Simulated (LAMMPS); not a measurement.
Interface speed of HgSe (zinc blende) against its melt at 740 K on three faces.

Model: classical MD, pair style sw, file CdTeZnSeHgS0.sw, run in LAMMPS.

```
face          speed
----  -------------
001   8.5 ± 0.2 m/s
110   6.7 ± 0.4 m/s
111   5.5 ± 0.2 m/s
```

Caution: the real compound melts congruently only under the pressure of its own vapour and loses its more volatile element when open.

Errors shown are sampling errors alone.
